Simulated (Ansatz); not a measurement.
# Cs₂O₂ (space group Immm, No. 71; a cell from a computed database, its experimental status unchecked; with O–O pairs, as in a peroxide)

Cs$_{2}$O$_{2}$ is taken in the orthorhombic space group Immm (No. 71), Pearson symbol oI8. Conventional cell: a = 4.315 Å, b = 6.460 Å, c = 7.547 Å, α = 90.00°, β = 90.00°, γ = 90.00°. Cs on 4i has 4 O at 2.942 Å and 2 O at 3.136 Å. O on 4g is coordinated by 1 O at 1.497 Å and 4 Cs at 2.942 Å and 2 Cs at 3.136 Å. (Neighbours: up to the widest gap in distance over summed covalent radii, below 1.35, at either atom; cation-cation and far metal-metal contacts left out.)
(The calculation used a cell of 4 atoms; values per cell refer to that cell.)

Computed with r2SCAN in Ansatz (plane waves to 500 eV, PAW, no spin-orbit coupling). k-mesh 9×9×9 (Γ-centred); smearing 0.05 eV (Fermi–Dirac).

| Quantity | Result |
|---|---|
| Volume per atom | 26.30 Å³ |
| Density | 4.70 g/cm³ |
| Band gap | 2.14 eV, indirect, Γ → k = (0.111, -0.111, 0.111) in the run's primitive reciprocal basis |
| Electron mass | 0.57 mₑ along a, 0.70 mₑ along b, 0.52 mₑ along c |
| Hole mass | 2.7 mₑ along a, 1.6 mₑ along b, 1.3 mₑ along c |
| Total energy | -3127.098 eV/atom (σ→0; compares only within this code and set-up) |

Effective masses come from finite differences of ±0.01 Å⁻¹. Whether these cells are dynamically stable was not tested.

Ansatz is a quantum-chemistry and plane-wave program.
